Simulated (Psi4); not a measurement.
Psi4 1.11, B3LYP/def2-svp: Nb(F)3(Me)2 ([CH3][Nb]([CH3])([F])([F])[F]), 12 atoms. The geometry is a generated start, not checked to be a minimum at this level.

```
Quantity                                             Result
--------------------------  -------------------------------
task                                                 energy
method                                                b3lyp
basis                                              def2-svp
memory                                                 3 GB
maxiter                                                 100
keys of the molecule block                      symmetry c1
scf_type                                       df (default)
e_convergence                               1e-06 (default)
d_convergence                               1e-06 (default)
dft_radial_points                              75 (default)
dft_spherical_points                          302 (default)
effective core potentials   those of the basis set, past Kr
basis functions                                         131
grid points                                          259154
```

```xyz
12

Nb     0.7747    -0.2941    -0.1418
F      2.5306    -0.9386    -0.5009
F      0.9421    -0.2998     1.6251
F      0.3024    -0.1572    -1.8481
C     -1.0599    -1.6067     0.1434
H     -1.2167    -2.2443    -0.7335
H     -1.9519    -0.9781     0.2755
H     -0.9527    -2.2447     1.0269
C      0.2296     1.9111     0.0269
H      0.7943     2.4920    -0.7117
H      0.4472     2.3106     1.0230
H     -0.8397     2.0498    -0.1848
```

Charge 0 and multiplicity 1 are set for this test and not shown to be the ground state.

With the defaults (diis = true, scf_initial_accelerator = adiis, damping_percentage = 0, diis_max_vecs = 10, soscf = false, soscf_start_convergence = 0.01, level_shift = 0, level_shift_cutoff = 0.01, guess = auto, which took SAD, diis_start = 1) it converges in 10 SCF iterations. One run each on 2 threads, with these changes:
- soscf = true, soscf_start_convergence = 0.1
- scf_initial_accelerator = none
- diis_max_vecs = 3
- diis_start = 4
- diis = false, scf_initial_accelerator = none, damping_percentage = 60
- diis_max_vecs = 20
- level_shift = 0.1, level_shift_cutoff = 0.001
- soscf = true, soscf_start_convergence = 0.001
- guess = modhuckel

Problem. Which of these changes keep the SCF from converging, or lead it to another solution?

Solution. No convergence: diis = false, scf_initial_accelerator = none, damping_percentage = 60 (the run ends without SCF convergence in 100 iterations). The rest reach the solution of the defaults.

```json
[
 {"setting": "soscf = true, soscf_start_convergence = 0.1", "SCF iterations": "7", "JK calls": "28", "end": "same solution"},
 {"setting": "soscf = true, soscf_start_convergence = 0.001", "SCF iterations": "8", "JK calls": "19", "end": "same solution"},
 {"setting": "the defaults", "SCF iterations": "10", "JK calls": "11", "end": "same solution"},
 {"setting": "diis_max_vecs = 20", "SCF iterations": "10", "JK calls": "11", "end": "same solution"},
 {"setting": "scf_initial_accelerator = none", "SCF iterations": "11", "JK calls": "12", "end": "same solution"},
 {"setting": "level_shift = 0.1, level_shift_cutoff = 0.001", "SCF iterations": "11", "JK calls": "12", "end": "same solution"},
 {"setting": "guess = modhuckel", "SCF iterations": "12", "JK calls": "40", "end": "same solution"},
 {"setting": "diis_max_vecs = 3", "SCF iterations": "18", "JK calls": "19", "end": "same solution"},
 {"setting": "diis_start = 4", "SCF iterations": "18", "JK calls": "19", "end": "same solution"},
 {"setting": "diis = false, scf_initial_accelerator = none, damping_percentage = 60", "SCF iterations": "100", "JK calls": "101", "end": "no convergence"}
]
```

An SOSCF iteration holds several JK calls; a Hückel guess adds calls on atoms. 1 further run of the study ended by our limits or in an error and is left out.
